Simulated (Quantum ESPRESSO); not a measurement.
Quantum ESPRESSO run on Fe (Im-3m, 1 atom in the cell): self-consistent single point.

Method of the run: PBE, PseudoDojo standard norm-conserving (PBE) pseudopotentials (plane waves; Quantum ESPRESSO).

```yaml
crystal:
  lattice:
    - [1.43070, 1.43070, 1.43070]
    - [-1.43070, 1.43070, 1.43070]
    - [-1.43070, -1.43070, 1.43070]
  atoms:
    - { symbol: Fe, position: [0.00000, 0.00000, 0.00000], spin: 2.5 }
```
(The spins are starting values, not results.)

Reference input (self-consistent single point, DFT, PBE, plane waves, PseudoDojo standard norm-conserving (PBE) pseudopotentials): ecutwfc = 90 Ry; occupations = smearing; smearing = gauss; degauss = 0.0073499 Ry; nspin = 2; potentials = {Fe: Fe.upf}; K_POINTS = automatic 10 10 10 0 0 0; conv_thr = 1e-10 Ry; mixing_beta = 0.2. This run's input differs from it in these lines:

```diff
@@ -29,3 +29,3 @@
 K_POINTS automatic
-10 10 10  0 0 0
+16 16 16  0 0 0
```

Output, abridged:

```
     Self-consistent Calculation

     iteration #  1     ecut=    90.00 Ry     beta= 0.20

     Threshold (ethr) on eigenvalues was too large:
     Diagonalizing with lowered threshold

     total energy              =    -250.66631959 Ry
     estimated scf accuracy    <       0.02759818 Ry

     total magnetization       =     2.27 Bohr mag/cell
     absolute magnetization    =     2.29 Bohr mag/cell

     iteration #  2     ecut=    90.00 Ry     beta= 0.20

     total energy              =    -250.67235896 Ry
     estimated scf accuracy    <       0.01179591 Ry

     total magnetization       =     2.29 Bohr mag/cell
   [... lines left out ...]

     total magnetization       =     2.30 Bohr mag/cell
     absolute magnetization    =     2.36 Bohr mag/cell

   [... 12 blocks of this kind left out ...]

     iteration # 16     ecut=    90.00 Ry     beta= 0.20

     total energy              =    -250.67927870 Ry
     estimated scf accuracy    <          4.4E-10 Ry

     total magnetization       =     2.31 Bohr mag/cell
     absolute magnetization    =     2.46 Bohr mag/cell

     iteration # 17     ecut=    90.00 Ry     beta= 0.20

     Magnetic moment per site  (integrated on atomic sphere of radius R)
     atom   1 (R=0.357)  charge= 14.4163  magn=  2.3741
     End of self-consistent calculation

     Number of k-points >= 100: set verbosity='high' to print the bands.

     the Fermi energy is    17.8173 ev

!    total energy              =    -250.67927870 Ry
     estimated scf accuracy    <          5.1E-11 Ry
     smearing contrib. (-TS)   =      -0.00038716 Ry
     internal energy E=F+TS    =    -250.67889154 Ry

     total magnetization       =     2.31 Bohr mag/cell
     absolute magnetization    =     2.46 Bohr mag/cell

     convergence has been achieved in  17 iterations

     Forces acting on atoms (cartesian axes, Ry/au):

     atom    1 type  1   force =     0.00000000    0.00000000    0.00000000

     Total force =     0.000000     Total SCF correction =     0.000000

          total   stress  (Ry/bohr**3)                   (kbar)     P=      -39.94
  -0.00027151   0.00000000  -0.00000000          -39.94        0.00       -0.00
   0.00000000  -0.00027151   0.00000000            0.00      -39.94        0.00
  -0.00000000   0.00000000  -0.00027151           -0.00        0.00      -39.94

   JOB DONE.
```

The run converged in 17 iterations. Against the reference run the free energy goes down by 1.3 meV/atom, the pressure goes from -5.68 to -3.99 GPa and the size of the net moment goes from 2.21 to 2.31 μB/atom.

The starting cell has typed, rounded lattice constants, without a prior relaxation at this level. Its lattice was rescaled by up to half a per cent. With one magnetic atom in the cell only a parallel order is possible. With a pressure of about -4 GPa the cell is away from its equilibrium volume at this level.

Cost on one core of a shared machine: roughly 80 s.
